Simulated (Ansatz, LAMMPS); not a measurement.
## Si well of 20 atomic layers along [001] in random Si0.5Ge0.5, interfaces sharp

Cell 16.85 × 16.85 × 60.53 Å, Si571Ge221, 792 atoms. Prepared with Tersoff's 1989 multicomponent potential (SiCGe.tersoff) (LAMMPS): minimisation. 

That structure was relaxed on with Ansatz (a program for electronic structure) with PBE, support functions at accuracy medium on the grid of 370 eV. Basis: localised support functions (accuracy medium) on a full density matrix. k-points: zone centre alone; occupations: Fermi-Dirac, 0.010 eV; spin polarisation not allowed. Spin-orbit coupling is left out.

What does DFT change in the classical structure?

The energy falls by 0.3 meV an atom over 3 steps; atoms move by 0.012 Å root mean square, 0.04 Å at most.
| quantity | classical minimum | after DFT steps |
|---|---|---|
| 4-fold atoms (%) | 100.0 | 100.0 |
| spread of bond angles (°) | 1.3 | 1.5 |
